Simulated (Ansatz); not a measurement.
**Effect of isotropic strain −1.50 % on LiNbO3**

The reference is LiNbO3 (space group R3c, No. 161; a = 5.067 Å, c = 13.687 Å (hexagonal axes)).

Modification: every lattice vector is shortened by 1.50 %; the atoms relax in the strained cell.

The values are results of Ansatz (a program for electronic structure) LDA, no spin-orbit coupling, not measurements. Settings: 8×8×8 k-points, 0.05 eV Fermi–Dirac smearing.

```json
[
 {"quantity": "volume per atom", "base": "10.15 Å³", "changed": "9.70 Å³", "shift": "-0.45 Å³"},
 {"quantity": "space group", "base": "R3c (No. 161)", "changed": "R3c (No. 161)", "shift": "–"},
 {"quantity": "shortest interatomic distance", "base": "1.880 Å", "changed": "1.874 Å", "shift": "-0.006 Å"},
 {"quantity": "energy relative to the base (free energy F)", "base": "0 meV/atom", "changed": "+8.6 meV/atom", "shift": "+8.6 meV/atom"},
 {"quantity": "band gap (an upper bound: an edge found on the path is not a true extremum; both cells)", "base": "3.50 eV", "changed": "3.58 eV", "shift": "+0.075 eV"},
 {"quantity": "largest internal atomic displacement", "base": "–", "changed": "0.044 Å", "shift": "–"}
]
```

Stability against distortions was not tested.
